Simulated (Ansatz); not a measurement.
## A computed series for Ir: pressure series

Base system: Ir in the fcc (Cu type) structure (space group Fm-3m, No. 225).

```yaml
crystal:
  lattice:
    - [0.00000, 1.92252, 1.92252]
    - [1.92252, 0.00000, 1.92252]
    - [1.92252, 1.92252, 0.00000]
  atoms:
    - { symbol: Ir, position: [0.00000, 0.00000, 0.00000] }
```

Cell and atoms are relaxed at each pressure.

Level of theory: r2SCAN, PAW, 500 eV (Ansatz, an electronic-structure program; no spin-orbit coupling), earlier PAW set.

Notes on the quantities. enthalpy: H = E + PV relative to the base's energy.

| change | enthalpy | lattice parameter a |
|---|---|---|
| base | – | 3.845 Å |
| pressure −2 GPa | -0.18 eV/atom | 3.852 Å |
| pressure −1 GPa | -0.09 eV/atom | 3.848 Å |
| pressure 0.9 GPa | +0.08 eV/atom | 3.842 Å |
| pressure 2.1 GPa | +0.19 eV/atom | 3.838 Å |
| pressure 4.5 GPa | +0.40 eV/atom | 3.830 Å |
| pressure 9 GPa | +0.79 eV/atom | (withheld) |
| pressure 15 GPa | +1.31 eV/atom | 3.799 Å |
| pressure 22.5 GPa | +1.94 eV/atom | (withheld) |
| pressure 30 GPa | +2.57 eV/atom | (withheld) |

Question: What belongs in the blanks?

Answer: 
- pressure 9 GPa, lattice parameter a: 3.816 Å
- pressure 22.5 GPa, lattice parameter a: 3.779 Å
- pressure 30 GPa, lattice parameter a: 3.760 Å

Load acts through the strain it causes; cell and atoms are relaxed under it. Whether these cells are dynamically stable was not tested. Competing high-pressure phases were not computed. All final runs are without spin polarisation.
